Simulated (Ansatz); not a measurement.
Data:

```
CELL_PARAMETERS angstrom
      0.00000     3.18980     3.20575
      3.18980     0.00000     3.20575
      3.18980     3.18980     0.00000
ATOMIC_POSITIONS crystal
  Te 0.50000 0.50000 0.50000
  Pb 0.00000 0.00000 0.00000
```

No spin polarisation.

All numbers come from Kohn–Sham DFT with the LDA functional, run in Ansatz (a program for electronic structure) with PAW and 420 eV plane waves, scalar-relativistic without spin-orbit coupling. k-mesh 9×9×9 (Γ-centred); smearing 0.05 eV (Fermi–Dirac).

Task: What is the computed band gap?

Result: 0.58 eV.

Task: What stress (xx, yy, zz, yz, xz, xy; compression positive) does the calculation give?

Result: (-0.02, -0.02, -0.66, 0.00, 0.00, 0.00) GPa.

Task: Estimate the gap character.

Result: Direct at N.

Spin-orbit coupling, missing from the scalar runs, can matter with Pb and Te. The cells carry an imposed strain or load. Whether these cells are dynamically stable was not tested. The cell was made from PbTe in the rock salt structure (space group Fm-3m, No. 225) by this change: uniaxial strain ε_zz = +0.50 %.
